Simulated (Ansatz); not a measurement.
Consider SiC (space group P6_3mc, No. 186; a = 3.058 Å, c = 10.012 Å).

Method: LDA in Ansatz (plane waves to 420 eV, PAW, no spin-orbit coupling).

For the base:

```
Property                              Value
---------------------  --------------------
Band gap                            2.18 eV
Valence-band top at Γ  0.00, 0.00, -0.05 eV
Volume per atom                    10.14 Å³
```

Perturbation: hydrostatic tension (pressure −1 GPa).

**Question.** How does this affect the band gap?

**Answer.** The band gap stays 2.18 eV.

**Question.** What does the calculation give for the valence-band top at Γ after the change?

**Answer.** The valence-band top at Γ (three highest levels, from the VBM) remains 0.00, 0.00, -0.05 eV.

**Question.** How does this affect the volume per atom?

**Answer.** The volume per atom grows by 0.04 Å³, from 10.14 Å³ to 10.18 Å³.

Load acts through the strain it causes; cell and atoms are relaxed under it. Whether these cells are dynamically stable was not tested.

Ansatz is an electronic-structure program.
